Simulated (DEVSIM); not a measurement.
Device: Schottky contact on p-type CdTe, at 300 K.

Layer 1 from the left is CdTe, thickness (μm) 3.50, Na (cm⁻³) 4.2e15, τn (s) 7.8e-8, τp (s) 7.8e-8.

Left contact: Schottky, work function 4.68 eV, emission velocity 1e7 cm/s. Right contact: ohmic. Voltage is applied to the left contact. Recombination: SRH at mid-gap. Mobility is μmin + (μ − μmin)/(1 + (N/Nref)^α).

The device is made up for the run: typed textbook-type constants, with dimensions and the other settings drawn at random. Values at 300 K.

CdTe: gap (eV) 1.5, affinity (eV) 4.28, permittivity 10.2, Nc (cm⁻³) 8e17, Nv (cm⁻³) 1.8e19, μn (cm²/Vs) 1000, μp (cm²/Vs) 80, μn,min 100, μp,min 10, Nref,n 1e17, Nref,p 1e17, αn 0.6, αp 0.6.

Estimate by hand the built-in potential, the peak field at zero bias, the capacitance at 0.6 V, and compare with a numerical solution.


- Built-in potential: barrier φB = 1.100 eV; Vbi = φB − kT/q ln(N_band/N) = 0.884 V; numerical 0.884 V.
- Peak field at zero bias: depletion approximation: W = √(2εVbi/(qN)) = 0.487 μm with N = 4.20e15 cm⁻³; field = 2Vbi/W = 36300 V/cm; numerical 35700 V/cm (estimate above by 1.6 %).
- Capacitance at 0.6 V: C = √(qεN / 2(Vbi + |V|)) = 14.3 nF/cm²; numerical 14.4 nF/cm² (estimate below by 0.90 %).

Simulated with DEVSIM: 1D drift-diffusion, Boltzmann statistics, complete ionisation; no tunnelling, impact ionisation, image-force lowering or self-heating. Metal contacts follow the ideal Schottky-Mott rule: no Fermi-level pinning, no interface dipoles.
